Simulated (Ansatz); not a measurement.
System: MgO (P6₃/mmc, No. 194, 4 atoms in the cell; start mp-1065577; a measured phase of this formula has another space group). Method: HSE06 (Ansatz, an electronic-structure program, plane waves, PAW).

Numerical settings: plane-wave cutoff 460 eV, 9×9×6 k mesh (along the axes of the cell as run), Fermi–Dirac smearing 0.01 eV, scalar-relativistic PAW data made under PBE.

Cell (relaxed with PBEsol):

```
MgO
1.0
    3.49418     0.00000     0.00000
   -1.74709     3.02605     0.00000
    0.00000     0.00000     4.19457
Mg O
2 2
Direct
  0.66667   0.33333   0.75000
  0.33333   0.66667   0.25000
  0.66667   0.33333   0.25000
  0.33333   0.66667   0.75000
```

### Question
What does this level give for the band gap?

### Answer

band gap: 5.00 eV (on the SCF k mesh)

Note: cell and atoms aren't relaxed at this level (pressure -1.1 GPa).

Computed values are for the static lattice.

Cost on a shared machine: roughly 80 core-seconds.

A start named mp-… is a Materials Project structure, which need not be a measured phase.
